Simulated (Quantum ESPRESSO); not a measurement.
A self-consistent single point of Mg₁₄ZnSn (Amm2, 16 atoms in the cell) with Quantum ESPRESSO.

Level of theory: PBEsol, SSSP 1.1.2 efficiency (PBE) pseudopotentials (plane waves; Quantum ESPRESSO).

```xyz
16
Lattice="10.4299 0.0000 0.0000 0.0000 3.1628 5.4492 0.0000 -3.1628 5.4492" Properties=species:S:1:pos:R:3 pbc="T T T"
Mg     0.0000     0.0000     1.8127
Mg     0.0000     0.0000     7.2637
Mg     5.2149    -1.5809     4.5386
Mg     5.2149     1.5809     4.5386
Mg     0.0000    -1.5829     4.5433
Mg     0.0000     1.5829     4.5433
Mg     2.6110    -1.5925     6.3619
Mg     7.8188     1.5925     6.3619
Mg     7.8188    -1.5925     6.3619
Mg     2.6110     1.5925     6.3619
Mg     2.6088     0.0000     3.6221
Mg     7.8210     0.0000     3.6221
Mg     2.5855     0.0000     9.0839
Mg     7.8444     0.0000     9.0839
Zn     5.2149     0.0000     1.8205
Sn     5.2149     0.0000     7.2662
```

Reference input (self-consistent single point, DFT, PBEsol, plane waves, SSSP 1.1.2 efficiency (PBE) pseudopotentials): ecutwfc = 50 Ry; ecutrho = 400 Ry; occupations = smearing; smearing = cold; degauss = 0.0073499 Ry; input_dft = pbesol; potentials = {Mg: Mg.pbe-n-kjpaw_psl.0.3.0.UPF, Zn: Zn_pbe_v1.uspp.F.UPF, Sn: Sn_pbe_v1.uspp.F.UPF}; K_POINTS = automatic 2 5 5 0 0 0; conv_thr = 1e-11 Ry; mixing_beta = 0.5. This run's input differs from it in these lines:

```diff
@@ -12,4 +12,4 @@
   ntyp = 3
-  ecutwfc = 50
-  ecutrho = 400
+  ecutwfc = 45
+  ecutrho = 360
   occupations = 'smearing'
```

The program printed (abridged):

```
     Self-consistent Calculation

     iteration #  1     ecut=    45.00 Ry     beta= 0.50

---- Real-time Memory Report at c_bands before calling an iterative solver
           941 MiB given to the printing process from OS
           292 MiB allocation reported by mallinfo(arena+hblkhd)
------------------

     total energy              =   -1075.83816880 Ry
     estimated scf accuracy    <      10.37027314 Ry

     iteration #  2     ecut=    45.00 Ry     beta= 0.50

---- Real-time Memory Report at c_bands before calling an iterative solver
          1125 MiB given to the printing process from OS
   [... lines left out ...]

---- Real-time Memory Report at c_bands before calling an iterative solver
          1167 MiB given to the printing process from OS
           356 MiB allocation reported by mallinfo(arena+hblkhd)
------------------

     total energy              =   -1082.50442394 Ry
     estimated scf accuracy    <          2.1E-11 Ry

     iteration # 18     ecut=    45.00 Ry     beta= 0.50

---- Real-time Memory Report at c_bands before calling an iterative solver
          1167 MiB given to the printing process from OS
           356 MiB allocation reported by mallinfo(arena+hblkhd)
------------------
     End of self-consistent calculation

     the Fermi energy is     4.6410 ev

!    total energy              =   -1082.50442394 Ry
     estimated scf accuracy    <          3.2E-13 Ry
     smearing contrib. (-TS)   =      -0.00078857 Ry
     internal energy E=F+TS    =   -1082.50363537 Ry

      -> PAW hartree energy AE =      11.24075702 Ry
      -> PAW hartree energy PS =     -11.21392725 Ry
      -> PAW xc energy AE      =    -444.47167949 Ry
      -> PAW xc energy PS      =      18.22051325 Ry
      -> total E_H with PAW    =     418.61100661 Ry
      -> total E_XC with PAW   =    -537.25202621 Ry

     convergence has been achieved in  18 iterations

     Forces acting on atoms (cartesian axes, Ry/au):

     atom    1 type  1   force =     0.00000000    0.00000000    0.00007989
   [... lines left out ...]

     Total force =     0.019922     Total SCF correction =     0.000000

          total   stress  (Ry/bohr**3)                   (kbar)     P=      -10.09
  -0.00009176   0.00000000   0.00000000          -13.50        0.00        0.00
   0.00000000  -0.00004357   0.00000000            0.00       -6.41        0.00
   0.00000000   0.00000000  -0.00007041            0.00        0.00      -10.36

   JOB DONE.
```

The run converged in 18 iterations. Against the reference run the free energy rises by 1.4 meV/atom, the pressure moves little (-1.02 to -1.01 GPa) and the largest force stays at 0.208 eV/Å. The full log also holds: “c_bands:  2 eigenvalues not converged”. The full log also holds: “c_bands:  4 eigenvalues not converged”.

The starting cell comes from a database of computed structures (which also holds hypothetical and non-ambient phases and stackings), without a prior relaxation at this level.

Cost on one core of a shared machine: roughly 10 min.
